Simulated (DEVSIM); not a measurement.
System: abrupt Si p-n junction, at 300 K.

| layer (left to right) | material | thickness (μm) | Nd (cm⁻³) | Na (cm⁻³) | τn (s) | τp (s) |
|---|---|---|---|---|---|---|
| 1 | Si | 2.10 | - | 3e17 | 0.00017 | 0.00017 |
| 2 | Si | 260 | 2.3e16 | - | 0.00017 | 0.00017 |

Left contact: ohmic. Right contact: ohmic. Voltage is applied to the left contact. Recombination: SRH at mid-gap, radiative, Auger. Mobility is μmin + (μ − μmin)/(1 + (N/Nref)^α).

This is a model device: material constants are rounded textbook-type values typed into the input, and sizes, dopings and lifetimes were drawn at random. Values at 300 K.

| parameter | Si |
|---|---|
| gap (eV) | 1.124 |
| affinity (eV) | 4.05 |
| permittivity | 11.7 |
| Nc (cm⁻³) | 2.86e19 |
| Nv (cm⁻³) | 3.1e19 |
| μn (cm²/Vs) | 1417 |
| μp (cm²/Vs) | 470 |
| μn,min | 52 |
| μp,min | 45 |
| Nref,n | 9.7e16 |
| Nref,p | 2.2e17 |
| αn | 0.68 |
| αp | 0.72 |
| B (cm³/s) | 4.7e-15 |
| Cn (cm⁶/s) | 2.8e-31 |
| Cp (cm⁶/s) | 9.9e-32 |

DEVSIM, 1D drift-diffusion, Boltzmann statistics, complete ionisation; no tunnelling, impact ionisation, image-force lowering or self-heating.

Question: Tabulate band edges, carrier densities and field at zero bias.

Answer: Energies count from the Fermi level of the right contact; mesh points crowd at the junctions.

```
x (μm)   Ec (eV)  Ev (eV)  n (cm⁻³)  p (cm⁻³)  field (V/cm)
-------  -------  -------  --------  --------  ------------
0.000      1.004   -0.120       390    3.0e17           ≈ 0
0.04756    1.004   -0.120       390    3.0e17           ≈ 0
0.1788     1.004   -0.120       390    3.0e17           ≈ 0
0.5723     1.004   -0.120       390    3.0e17           ≈ 0
1.641      1.004   -0.120       390    3.0e17           ≈ 0
1.960      1.004   -0.120       390    3.0e17           ≈ 0
2.068      1.002   -0.122       420    2.8e17         -2700
2.119      0.795   -0.329   1300000    9.3e13        -65000
2.204      0.374   -0.750    1.5e13   7700000        -34000
2.446      0.184   -0.940    2.3e16      5100           -30
3.189      0.184   -0.940    2.3e16      5100           ≈ 0
6.720      0.184   -0.940    2.3e16      5100           ≈ 0
16.05      0.184   -0.940    2.3e16      5100           ≈ 0
44.15      0.184   -0.940    2.3e16      5100           ≈ 0
164.4      0.184   -0.940    2.3e16      5100           ≈ 0
229.7      0.184   -0.940    2.3e16      5100           ≈ 0
250.9      0.184   -0.940    2.3e16      5100           ≈ 0
258.4      0.184   -0.940    2.3e16      5100           ≈ 0
261.2      0.184   -0.940    2.3e16      5100           ≈ 0
261.8      0.184   -0.940    2.3e16      5100           ≈ 0
262.0      0.184   -0.940    2.3e16      5100           ≈ 0
262.1      0.184   -0.940    2.3e16      5100           ≈ 0
```
